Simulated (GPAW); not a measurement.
Input and output of a self-consistent single point for AgAu (R-3m, 2 atoms in the cell) (GPAW).

Method: LDA (Perdew-Wang 92), GPAW PAW datasets LDA (gpaw-data 1.0.1) (plane waves; GPAW).

```xyz
2
Lattice="1.4276 0.8242 4.6332 -1.4276 0.8242 4.6332 0.0000 -1.6484 4.6332" Properties=species:S:1:pos:R:3 pbc="T T T"
Ag     0.0000     0.0000     0.0000
Au     0.0000     0.0000     6.9498
```

Reference input (self-consistent single point, DFT PBEsol, plane waves, GPAW PAW datasets PBEsol (made by gpaw-setup)): mode = pw; ecut = 550 eV; xc = PBEsol; kpts = 9 9 9; mesh shift (steps) = 0 0 0; occupations.name = fermi-dirac; occupations.width = 0.1 eV; nbands = -10; convergence.forces = 0.001 eV/Å; symmetry.symmorphic = false; symmetry.tolerance = 0.0005; maxiter = 120. This run's input differs from it in these lines:

```diff
@@ -13,3 +13,3 @@
 calc = GPAW(mode={'name': 'pw', 'ecut': 550},
-            xc='PBEsol',
+            xc='LDA',
             kpts=(9, 9, 9),
```

Its files differ too (potentials: GPAW PAW datasets LDA (gpaw-data 1.0.1)).

The program printed (abridged):

```
     iter     time        total  log10-change:
                         energy   eigst   dens  force
iter:   1 --:--:--    -9.125598
iter:   2 --:--:--    -8.979373   -2.31  -1.41
iter:   3 --:--:--    -8.489873   -1.86  -1.45
iter:   4 --:--:--    -8.449059   -3.52  -2.09
iter:   5 --:--:--    -8.432202   -3.27  -2.11
iter:   6 --:--:--    -8.430449   -4.84  -2.58
iter:   7 --:--:--    -8.427131c  -4.07  -2.67
iter:   8 --:--:--    -8.427088c  -4.74  -2.92
iter:   9 --:--:--    -8.426220c  -5.25  -3.32
iter:  10 --:--:--    -8.426143c  -5.99  -3.58
iter:  11 --:--:--    -8.426154c  -7.39  -3.86
iter:  12 --:--:--    -8.426141c  -7.12  -3.89
iter:  13 --:--:--    -8.426135c  -7.19  -3.98
iter:  14 --:--:--    -8.426139c  -7.60c -4.04c
iter:  15 --:--:--    -8.426126c  -6.88  -4.13c
iter:  16 --:--:--    -8.426126c  -8.28c -4.40c -22.92c
Converged after 16 iterations.

Dipole moment: (0.000000, -0.000000, 0.000000) |e|*Ang

Energy contributions relative to reference atoms: (reference = -660778.105189)

Kinetic:         -7.854074
Potential:       +5.889414
External:        +0.000000
XC:              -6.706708
Entropy (-ST):   -0.011018
Local:           +0.250751
SIC:             +0.000000
--------------------------
Free energy:     -8.431635
Extrapolated:    -8.426126

Showing only first 2 kpts
 Kpt  Band  Eigenvalues  Occupancy
  0    12      7.02964    2.00000
  0    13      7.02964    2.00000
  0    14      8.53721    1.99973
  0    15     13.07777    0.00000

  1    12      6.11176    2.00000
  1    13      6.90305    2.00000
  1    14     11.41389    0.00000
  1    15     13.17408    0.00000

Fermi level: 9.42981

No gap
No difference between direct/indirect transitions
Energy (eV): -8.426126

Forces in eV/Ang:
  0 Ag    0.00000    0.00000    0.00000
  1 Au    0.00000   -0.00000    0.00000

Stress tensor:
    -0.001779     0.000000     0.000000
    -0.000000    -0.001779    -0.000000
     0.000000    -0.000000    -0.013395
Stress (GPa, Voigt): [-0.2851 -0.2851 -2.1461 -0.      0.      0.    ]
```

The run converged in 16 iterations. GPAW prints stress with tension positive. Against the reference run the pressure goes from 5.78 to 0.91 GPa.

The starting cell comes from a database of computed structures (which also holds hypothetical and non-ambient phases and stackings), without a prior relaxation at this level. Its lattice was rescaled by a random factor within 2.5 % of one.

Cost on one core of a shared machine: roughly 2 min.
